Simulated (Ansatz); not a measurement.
The starting structures come from a database of crystals and need not be the phases stable at ambient conditions.

 Where the default PAW files enter, the runs use the earlier of Ansatz's two default sets.

By PBEsol, the system below comes out a metal.

A figure of merit of an interconnect metal is its ballistic conductance per area.

Consider the following.

```yaml
crystal:
  lattice:
    - [2.81588, 0.00000, 0.00000]
    - [0.00000, 4.88797, 0.00000]
    - [1.40794, 0.00000, 2.39081]
  atoms:
    - { symbol: Pt, position: [0.66667, 0.25000, 0.66667] }
    - { symbol: Pt, position: [0.33333, 0.75000, 0.33333] }
```

Space group of this cell: Cmcm. The cell is strained (lengths across the current scaled by 1.02, ions clamped); by PBEsol its mean pressure is -18.4 GPa.

The current flows along the normal of the first two printed cell vectors. No spin-orbit coupling; the value is a mean over 0.1 eV about the Fermi level.

Task: Predict the ballistic conductance per area from PBEsol in Ansatz (an electronic-structure program).

Result: 1.8 × 10¹⁵ S/m² for both spins.
